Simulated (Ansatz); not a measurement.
Hf2CuN3 (model structure, started from the LiSi2N3 type, Cmc2₁, No. 36, 12 atoms in the cell), treated with LDA (Ansatz, a quantum-chemistry and plane-wave program, plane waves, PAW).

Run with plane-wave cutoff 520 eV, 8×8×6 k mesh (along the axes of the cell as run), Fermi–Dirac smearing 0.01 eV, no spin polarisation, scalar-relativistic PAW data made under PBE.

Cell (relaxed with PBEsol):

```
CELL_PARAMETERS angstrom
      5.18458    -2.86806     0.00000
      5.18458     2.86806     0.00000
      0.00000     0.00000     5.42785
ATOMIC_POSITIONS crystal
  Cu 0.30437 0.69563 0.47560
  Cu 0.69563 0.30437 0.97560
  Hf 0.65567 0.02548 0.49089
  Hf 0.34433 0.97452 0.99089
  Hf 0.97452 0.34433 0.49089
  Hf 0.02548 0.65567 0.99089
  N  0.67252 0.98127 0.11268
  N  0.32748 0.01873 0.61268
  N  0.01873 0.32748 0.11268
  N  0.98127 0.67252 0.61268
  N  0.65081 0.34919 0.60701
  N  0.34919 0.65081 0.10701
```

Q: Estimate the band gap, smallest direct gap on the k points sampled and Γ–Γ gap that the calculation returns.

A: 
* **band gap**: 1.24 eV
* **smallest direct gap on the k points sampled**: 1.48 eV
* **Γ–Γ gap**: 1.92 eV

Note: the relaxation could raise the start's symmetry but not lower it, so the cell can be a saddle point; cell and atoms aren't relaxed at this level (largest force component 0.13 eV/Å, pressure -4.9 GPa).

Spin–orbit coupling is not included.

Computed values are for the static lattice.

It cost very roughly 6 core-minutes of CPU time.

A model structure was made by putting elements into a prototype or built by hand; it is no filed structure, need not be a known phase, and can be a saddle point held by its symmetry.
